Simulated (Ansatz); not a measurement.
Phonon-limited resistivity of LaTe (Fm-3m) against temperature in μΩ·cm, PBEsol, DFPT electron-phonon coupling, linearised Boltzmann equation (Ansatz, a first-principles code), harmonic crystal at a fixed cell.

```json
[
 {"T": "50 K", "ρ": "2.4"},
 {"T": "77 K", "ρ": "[?]"},
 {"T": "100 K", "ρ": "7.2"},
 {"T": "150 K", "ρ": "11.6"},
 {"T": "200 K", "ρ": "15.7"},
 {"T": "250 K", "ρ": "[?]"},
 {"T": "273 K", "ρ": "21"},
 {"T": "300 K", "ρ": "[?]"},
 {"T": "350 K", "ρ": "27"},
 {"T": "400 K", "ρ": "31"},
 {"T": "500 K", "ρ": "39"}
]
```

Question: What belongs in the gaps?

Answer: 
- 77 K, ρ: 5.1
- 250 K, ρ: 19.7
- 300 K, ρ: 24

A metal at this level (no band gap). Only scattering by harmonic phonons is included (no impurities, grain boundaries, electron-electron scattering or thermal expansion). Spin-orbit coupling is left out. The run warned that the eigensolver left some states short of its tolerance. Halving the electron mesh (24x24x24) moves the resistivity by up to 12 %. Smearing 0.20 eV; phonons on a 4x4x4 q mesh, which this run doesn't test and which matters most at low temperature.

Formula and space group known from diffraction (Crystallography Open Database), not checked to be the room-temperature form: LaTe (Fm-3m).
